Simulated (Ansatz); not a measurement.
Start from PbTe in the rock salt structure (space group Fm-3m, No. 225; a = 6.534 Å).

Modification: the cell is scaled by 1.0200 in all directions; the atoms relax in the strained cell.

Calculations: plane-wave PAW DFT at the r2SCAN level (Ansatz, a program for electronic structure, 500 eV), scalar-relativistic without spin-orbit coupling.

Base, band edges from the VBM (valence, conduction): X -2.77, 3.73; W -0.39, 1.93; L 0.00, 1.09; Γ -1.36, 4.31; K -2.03, 3.84; U -2.03, 3.84 eV.

### Question
Give the band edges at the high-symmetry points of the new zone, measured from its valence-band maximum.

### Answer
| point | valence edge (eV) | conduction edge (eV) |
|---|---|---|
| Γ | -1.12 | 4.25 |
| X | -2.42 | 3.99 |
| U | -1.78 | 3.78 |
| K | -1.78 | 3.78 |
| L | 0.00 | 1.20 |
| W | -0.28 | 2.00 |

The gap is 1.20 eV, direct at L.

With Pb and Te present, leaving out spin-orbit coupling can change the band edges. Stability against distortions was not tested.
